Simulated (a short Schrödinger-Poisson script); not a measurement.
## MOS inversion layer, SiO2 on p-type Ge(111)

System: MOS inversion layer, SiO2 on p-type Ge(111), at 300 K.

| layer | material | thickness (nm) | Na (cm⁻³) |
|---|---|---|---|
| 1 | SiO2 | 2.8 | - |
| 2 | Ge | 700 | 3.5e17 |

The device is made up for the run: typed textbook-type constants, with dimensions and the other settings drawn at random. SiO2: permittivity 3.9, conduction-band edge (eV) 3.1, gap (eV) 9, electron mass (mₑ) 0.5. Ge: permittivity 16, conduction-band edge (eV) 0, gap (eV) 0.664, Nv at 300 K (cm⁻³) 6e18.

Channel valleys (confinement mass, in-plane density-of-states mass, number): L1 1.59, 0.08, 1; L3 0.09, 0.34, 3. At the gate the conduction-band edge of layer 1 lies 3.46 eV − eVg above the Fermi level of the channel; the field vanishes at the back. Gaps are held at their typed values at every temperature. Mesh 0.03 nm at interfaces.

Solved with a short Schrödinger-Poisson script written for these runs: 1D Poisson equation in equilibrium, electrons quantum, Hartree (BenDaniel-Duke, 12 states a valley, the channel's in-plane mass for all, wave functions ending at the dielectric), parabolic valleys, classical holes, full ionisation, no traps, pinning or gate leakage.

| Vg (V) | electrons (cm⁻²) | C (μF/cm²) | L1 E0 (meV) | L1 E1 (meV) | L3 E0 (meV) | L3 E1 (meV) |
|---|---|---|---|---|---|---|
| 0.2 | 2.74e6 | 0.303 | 358.1 | 385.5 | 415.6 | 478.3 |
| 0.3 | 3.77e7 | 0.273 | 285.2 | 315.6 | 349.1 | 420.6 |
| 0.4 | 6.13e8 | 0.253 | 209.8 | 242.7 | 279.3 | 358.1 |
| 0.5 | 1.06e10 | 0.270 | 133.5 | 168.6 | 207.9 | 293.0 |
| 0.6 | 1.24e11 | 0.519 | 67.2 | 104.8 | 146.5 | 236.7 |
| 0.7 | 4.84e11 | 0.789 | 27.9 | 68.5 | 112.7 | 206.1 |
| 0.8 | 9.89e11 | 0.900 | 4.6 | 48.4 | 95.0 | 190.7 |
| 0.9 | 1.55e12 | 0.951 | -12.3 | 34.7 | 83.6 | 181.2 |
| 1 | 2.15e12 | 0.980 | -26.2 | 24.2 | 75.3 | 174.6 |
| 1.1 | 2.76e12 | 0.999 | -38.4 | 15.3 | 68.8 | 169.6 |
| 1.2 | 3.38e12 | 1.01 | -49.5 | 7.6 | 63.3 | 165.6 |
| 1.3 | 4.01e12 | 1.02 | -59.8 | 0.6 | 58.5 | 162.4 |
| 1.4 | 4.65e12 | 1.03 | -69.6 | -5.8 | 54.3 | 159.6 |
| 1.5 | 5.29e12 | 1.04 | -78.9 | -11.8 | 50.5 | 157.2 |
| 1.6 | 5.94e12 | 1.04 | -87.9 | -17.4 | 47.1 | 155.1 |
| 1.7 | 6.59e12 | 1.05 | -96.6 | -22.8 | 43.9 | 153.3 |
| 1.8 | 7.24e12 | 1.05 | -105.1 | -28.0 | 41.0 | 151.7 |
| 1.9 | 7.90e12 | 1.05 | -113.3 | -32.9 | 38.2 | 150.3 |
| 2 | 8.55e12 | 1.06 | -121.4 | -37.7 | 35.6 | 149.0 |
| 2.1 | 9.21e12 | 1.06 | -129.3 | -42.4 | 33.2 | 147.9 |

Gate voltages with under 1e6 electrons/cm² are left out.

Subbands count from the Fermi level.

Only the L valleys are kept; under strong confinement the Δ valleys of Ge fill too.
